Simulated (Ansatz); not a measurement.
Worked example: self-consistent single point of SrGaSi (P3m1, 3 atoms in the cell) in Ansatz (a quantum-chemistry and plane-wave program).

Computed with PBEsol, default PAW files made with PBE (plane waves; Ansatz).

```xyz
3
Lattice="4.1921 0.0000 0.0000 -2.0961 3.6305 0.0000 0.0000 0.0000 4.7500" Properties=species:S:1:pos:R:3 pbc="T T T"
Sr     0.0000     0.0000     0.0500
Ga     0.0000     2.4203     2.3750
Si     2.0961     1.2102     2.3750
```

Reference input (self-consistent single point, DFT, PBEsol, plane waves, default PAW files made with PBE): basis.ecutwfc = 420 eV; kpoints.mp_grid.grid = 9 9 7; hamiltonian.xc = pbesol; hamiltonian.pseudopotentials = {kind: paw} (the program's default PAW files); scf.occupations.method = fermi_dirac; scf.occupations.width = 0.1 eV. This run's input differs from it in these lines:

Ansatz 0.2 input:
```diff
@@ -10,3 +10,3 @@
 basis:
-  ecutwfc: 420.0
+  ecutwfc: 335.0
 kpoints:
```

The program printed (abridged):

```
SCF iter   1: F=—  HF=-7858.418285 eV  |F-HF|=—  |Δ(HF+E_count)|=         —  Δρ=4.07e-3  dr2=3.11e-2  ethr=1.77e-3  ⟨swp⟩=6.5  Hψ=7215  notcnv=0
all-band conjugate gradients solve this SCF's bands
preconditioner: auto → Kerker (q_TF=auto, 2.315 Å⁻¹)
SCF iter   2: F=—  HF=-7858.411293 eV  |F-HF|=—  |Δ(HF+E_count)|=   6.99e-3  Δρ=2.54e-3  dr2=1.56e-2  ethr=1.15e-4  ⟨swp⟩=2.1  Hψ=2348  notcnv=0
   [... lines left out ...]
SCF iter   5: F=—  HF=-7858.406726 eV  |F-HF|=—  |Δ(HF+E_count)|=   5.85e-5  Δρ=1.70e-4  dr2=6.26e-5  ethr=7.02e-7  ⟨swp⟩=2.0  Hψ=1865  notcnv=0
SCF iter   6: F=—  HF=-7858.406732 eV  |F-HF|=—  |Δ(HF+E_count)|=   5.79e-6  Δρ=5.49e-5  dr2=5.19e-6  ethr=2.32e-7  ⟨swp⟩=2.6  Hψ=1797  notcnv=0
SCF iter   7: F=—  HF=-7858.406730 eV  |F-HF|=—  |Δ(HF+E_count)|=   1.34e-6  Δρ=1.04e-5  dr2=1.46e-7  ethr=1.92e-8  ⟨swp⟩=2.9  Hψ=2242  notcnv=0
SCF iter   8: F=-7858.406730 eV  HF=-7858.406730 eV  |F-HF|=5.26e-9  |Δ(HF+E_count)|=   2.42e-9  Δρ=3.63e-6  dr2=1.45e-8  ethr=3.70e-10  ⟨swp⟩=6.0  Hψ=5881  notcnv=0
SCF 1 converged in 8 iterations: F = -7858.406730 eV  dr2 = 1.45e-8
Free energy (F): -7858.406730 eV
Internal energy: -7858.370488 eV  (E = F + TS)
E sigma→0 (E₀):  -7858.388609 eV
Entropy (-TS):   -0.036242 eV (-12.081 meV/atom)
Fermi energy:    8.423547 eV
--- Forces (eV/Å), atoms counted from 1 ---
  atom   1  Sr     0.00000000    -0.00000000    -0.18139761
  atom   2  Ga    -0.00000000     0.00000000     0.08475022
  atom   3  Si     0.00000000    -0.00000000     0.09664652
--- Stress (GPa, compression-positive) ---
       -1.592558      -0.000000       0.000000
       -0.000000      -1.592558       0.000000
        0.000000       0.000000      -2.117554
  P = ⅓ Tr σ = -1.7676 GPa (-17.676 kbar)
  The stress holds the Pulay correction. Without it, at fixed plane waves, as pw.x and ABINIT print it: P = -2.3874 GPa
```

The run converged in 8 iterations. Against the reference run the free energy rises by 8.1 meV/atom, the pressure moves little (-1.79 to -1.77 GPa) and the largest force stays at 0.181 eV/Å.

The starting cell comes from a database of computed structures (which also holds hypothetical and non-ambient phases and stackings), without a prior relaxation at this level. Its lattice was rescaled by up to half a per cent. One atom was moved a little off its site on purpose. Ansatz's pressure includes its estimate of the finite-basis (Pulay) stress. Without the estimate this run gives -2.39 GPa. The cutoff lies below the one recommended for these files.
